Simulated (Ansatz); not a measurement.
Fermi-surface data of AgZn (Pm-3m)

Input:

```
CELL_PARAMETERS angstrom
      3.11756     0.00000     0.00000
      0.00000     3.11756     0.00000
      0.00000     0.00000     3.11756
ATOMIC_POSITIONS crystal
  Zn 0.50000 0.50000 0.50000
  Ag 0.00000 0.00000 0.00000
```

Method: r2SCAN, rigid bands (plane waves, PAW, scalar-relativistic; Ansatz, an electronic-structure program). Condition of this run: functional r2SCAN on the same cell. Cell: cell and atoms relaxed with PBEsol.

```json
{
  "density of states at the Fermi level": "0.460 states/(eV·cell), both spins",
  "bare Sommerfeld coefficient": "0.54 mJ/(mol of atoms·K²)",
  "drude_plasma_energy": "9.8 eV",
  "root-mean-square Fermi velocity": "1.5e6 m/s",
  "resistivity times τ": "5.1 ×10⁻²² Ω·m·s"
}
```

A metal at this level (no band gap); rigid bands, thermally averaged at 300 K, both spins. Spin-orbit coupling is left out. τ is one relaxation time for all states.

Formula and space group known from diffraction (Crystallography Open Database), not checked to be the room-temperature form: AgZn (Pm-3m).
